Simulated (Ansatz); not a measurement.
Take Ba₂CuHgO₄ (space group P4/mmm, No. 123; a = 3.8526 Å, c = 9.5503 Å; a cell from a computed database, its experimental status unchecked) as the base. Axes: x, y, z lie along a, b, c of the conventional cell.

Calculations: Kohn–Sham DFT with the PBEsol functional, run in Ansatz (a program for electronic structure) with PAW and 420 eV plane waves, no spin-orbit coupling.

Before the change:

The pressure comes out as 0.0 GPa and the volume per atom is 17.72 Å³.

Perturbation: tensile biaxial strain of 1.81 % in the plane normal to [001], as in epitaxy on a mismatched substrate; the out-of-plane cell vector and the atoms relax.

Problem. What does the calculation give for the pressure and volume per atom after the change?

Solution. The pressure (mean of the normal stresses, compression positive) goes from zero to -1.9 GPa; the volume per atom increases by 0.42 Å³, from 17.72 Å³ to 18.14 Å³.

Without a gap, meshes like the base's 12×12×5 leave anisotropic stresses uncertain by several tenths of a GPa, and small strain energies with them. Stability against distortions was not tested. No Hubbard U is applied and the magnetic state is the run's own (Ba2CuHgO4 not spin-polarised); small cells can't hold the antiferromagnetic order that many such compounds have, so gaps and moments can be off. The final runs are not spin-polarised. An odd electron count without spin: Ba2CuHgO4.
